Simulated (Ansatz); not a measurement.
Consider Se (space group P3_121, No. 152; a = 4.506 Å, c = 4.991 Å; made of chains). Axes: x lies along a and z along c of the hexagonal cell.

Method: DFT with r2SCAN, PAW potentials and a 500 eV plane-wave cutoff in Ansatz (a first-principles code), no spin-orbit coupling.

Perturbation: uniaxial stress, 3 GPa compression along z; all other stress components relax to zero.

**Question.** What does the calculation give for the energy relative to the base, secant Young's modulus along z and mean lateral Poisson ratio after the change?

**Answer.** The energy goes up by 14 meV/atom; the secant Young's modulus along z comes out as 61 GPa; the mean lateral Poisson ratio comes out as 0.67.

Load acts through the strain it causes; cell and atoms are relaxed under it. Beyond what the load breaks, stability against distortions was not tested. No dispersion term is included, though the crystal is made of layers, chains or molecules, so its spacings can come out too wide.
